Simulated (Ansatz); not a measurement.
Start from YN in the rock salt structure (space group Fm-3m, No. 225; a = 4.8562 Å).

Calculations: PBEsol, PAW, 420 eV (Ansatz, a first-principles code; no spin-orbit coupling).

The change: Nb takes the place of Y on all its sites, then cell and atoms are relaxed.

Measured lattice parameter a: YN 4.877 Å (temperature not stated; as listed in G. Soto, M.G. Moreno-Armenta, A. Reyes-Serrato, Computational Materials Science (2007)); NbN 4.391 Å (temperature not stated; as listed in John G. Wright, Huili Grace Xing, Debdeep Jena, Physical Review Materials (2023)).

Question: How well does PBEsol reproduce the measured shift?

Answer: With PBEsol the lattice parameter a moves by -0.476 Å (4.856 → 4.380) against -0.486 Å measured.

Whether these cells are dynamically stable was not tested. All final runs are without spin polarisation.
